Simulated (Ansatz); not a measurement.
The cell is built on a prototype and need not be the phase stable at ambient conditions.

By PBEsol, the system below comes out a metal.

Without scattering a metal conducts by its projected Fermi surface.

```
CELL_PARAMETERS angstrom
      3.43802     0.00000     0.00000
      0.00000     3.43802     0.00000
      0.00000     0.00000     3.43802
ATOMIC_POSITIONS crystal
  Sn 0.00000 0.00000 0.00000
  Si 0.50000 0.50000 0.50000
```

Space group of this cell: Pm-3m, CsCl type. The cell was relaxed by PBE-D3(BJ).

The current flows along the normal of the first two printed cell vectors. No spin-orbit coupling; the value is a mean over 0.1 eV about the Fermi level.

Question: Estimate the ballistic conductance per area that PBEsol (Ansatz, a first-principles code) returns for this system.

Answer: 1.5 × 10¹⁵ S/m² for both spins.
